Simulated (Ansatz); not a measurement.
Band structure of RbH (Fm-3m, 2 atoms in the cell).

```yaml
crystal:
  lattice:
    - [0.00000, 3.00408, 3.00408]
    - [3.00408, 0.00000, 3.00408]
    - [3.00408, 3.00408, 0.00000]
  atoms:
    - { symbol: Rb, position: [0.50000, 0.50000, 0.50000] }
    - { symbol: H, position: [0.00000, 0.00000, 0.00000] }
```

Method of the run: PBEsol, PAW files made with PBE (plane waves; Ansatz, a first-principles code).

Settings: kpoints.mp_grid.grid = 5 5 5; hamiltonian.xc = pbesol; hamiltonian.pseudopotentials = {kind: paw} (the program's default PAW files); scf.occupations.method = fixed; kpoints.band_path.npoints = 8.

The starting cell comes from a database of computed structures (which also holds hypothetical and non-ambient phases and stackings), without a prior relaxation at this level.

Question: Predict the gap along the standard path and the places of the band edges.

Answer: The gap along the path is 2.72 eV, direct at L to within 0.01 eV.

Levels in eV from the top of the valence band on the path, bands 2 to 8:
```tsv
point	2	3	4	5	6	7	8
Γ	-10.00	-10.00	-10.00	-1.95	6.72	6.76	6.76
X	-10.46	-10.17	-10.17	-0.77	4.40	5.28	8.86
W	-10.32	-10.32	-10.20	-0.42	4.78	4.78	6.08
K	-10.38	-10.30	-10.14	-0.46	4.26	5.02	7.44
L	-10.53	-10.06	-10.06	0.00	2.72	6.16	6.16
U	-10.38	-10.30	-10.14	-0.46	4.26	5.02	7.44
```

Keys are those of Ansatz 0.2.
